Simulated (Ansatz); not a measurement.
Base system: AlRu in the CsCl type structure (space group Pm-3m, No. 221; a = 3.005 Å; relaxed with 0.1 eV smearing). Axes: x, y, z lie along the cube axes.

Level of theory: PBE, PAW, 420 eV (Ansatz, a program for electronic structure; without spin-orbit coupling).

It is then changed as follows: the cell is scaled by 0.9900 in all directions, atoms relaxed at fixed cell.

**Question.** Predict the stress tensor and what it implies for the stiffness.

**Answer.** Stress of the strained cell less that of the base (GPa, compression positive):
```
    6.5     0.0     0.0
    0.0     6.5     0.0
    0.0     0.0     6.5
```

Then B = −ΔP/(ΔV/V₀) with ΔV/V₀ = -0.0297 gives secant stiffness values (nonlinear terms included at this strain): B ≈ 220 GPa.

As a check, the harmonic strain energy −½ V₀ Δσ:ε is 8.3 meV/atom; the computed energy rise is 8.0 meV/atom.

Stability against distortions was not tested. All final runs are without spin polarisation.
